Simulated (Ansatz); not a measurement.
## K₂S in the anti-fluorite structure (space group Fm-3m, No. 225)

```
CELL_PARAMETERS angstrom
      0.00000     3.66805     3.66805
      3.66805     0.00000     3.66805
      3.66805     3.66805     0.00000
ATOMIC_POSITIONS crystal
  S  0.00000 0.00000 0.00000
  K  0.25000 0.25000 0.25000
  K  0.75000 0.75000 0.75000
```

Computed with PBEsol in Ansatz (plane waves to 420 eV, PAW, scalar-relativistic without spin-orbit coupling). k-mesh 8×8×8 (Γ-centred); smearing 0.05 eV (Fermi–Dirac).

| Item | Value |
|---|---|
| Volume per atom | 32.90 Å³ |
| Density | 1.85 g/cm³ |
| Band gap | 2.35 eV, indirect, X → Γ |
| Electron mass | 0.35 mₑ |
| Lowest conduction-band minima above the VBM | Γ 2.35 eV; X along ⟨100⟩ 3.42 eV |
| Total energy | -1306.730 eV/atom (σ→0; compares only within this code and set-up) |

Effective masses come from finite differences of ±0.01 Å⁻¹. Stability against distortions was not tested.

Ansatz is a first-principles code.
